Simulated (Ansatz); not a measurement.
Response to strain in Mg2Sn

Take Mg₂Sn (space group Fm-3m, No. 225; a = 6.7471 Å; relaxed with 0.1 eV smearing) as the base.

Strains are applied to the cell and any free atomic positions relax.

Method: Kohn–Sham DFT with the PBEsol functional, run in Ansatz (a quantum-chemistry and plane-wave program) with PAW and 420 eV plane waves, spin-orbit coupling left out.

Notes on the quantities. energy relative to the base: free energy F.

```csv
isotropic strain (%),energy relative to the base (meV/atom)
-3,30.9
-2.5,21.1
-2,13.3
-1.5,7.3
-1,?
0,0.0
0.5,0.8
1.5,6.7
3,25.5
```

**Question.** Fit ΔE = Aε² + Bε³ (ε in %) to the rows shown and predict the withheld row.

**Answer.** Least squares on the printed values gives A = 3.13 and B = -0.099 meV/atom (largest residual 0.1 meV/atom); this predicts 3.2 meV/atom, and the run gives 3.2 meV/atom, in agreement.

No phonon test of stability was made.
